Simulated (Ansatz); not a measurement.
**LiF under a change: pressure 9 GPa**

The reference is LiF in the rock salt structure (space group Fm-3m, No. 225; a = 3.990 Å).

One thing is altered: cell and atoms relaxed at a pressure of 9 GPa.

Level of theory: r2SCAN, PAW, 500 eV (Ansatz, a program for electronic structure; without spin-orbit coupling). Settings: 14×14×14 k-points, 0.05 eV Fermi–Dirac smearing.

```csv
quantity,base,changed,shift
density,2.71 g/cm³,2.98 g/cm³,+0.27 g/cm³
lattice parameter a,3.990 Å,3.866 Å,-0.124 Å
shortest interatomic distance,1.995 Å,1.933 Å,-0.062 Å
band gap,10.33 eV,11.30 eV,+0.97 eV
gap character,direct at Γ,direct at Γ,–
mean gap deformation potential ΔEg/Δln V,–,-10.2 eV,–
electron mass,0.88 mₑ (at Γ),0.95 mₑ (at Γ),–
"valley order (the lowest conduction-band minima on the path, energy above the VBM, named in the base's zone)",Γ 10.33 eV; L along ⟨111⟩ 12.01 eV,Γ 11.30 eV; L along ⟨111⟩ 12.56 eV,–
```

Final structure:

```
LiF
1.0
    0.00000     1.93286     1.93286
    1.93286     0.00000     1.93286
    1.93286     1.93286     0.00000
F Li
1 1
Cartesian
  0.00000   0.00000   0.00000
  1.93286   1.93286   1.93286
```

Load acts through the strain it causes; cell and atoms are relaxed under it. Effective masses come from finite differences of ±0.01 Å⁻¹. Whether these cells are dynamically stable was not tested. No other phases were tried under pressure.
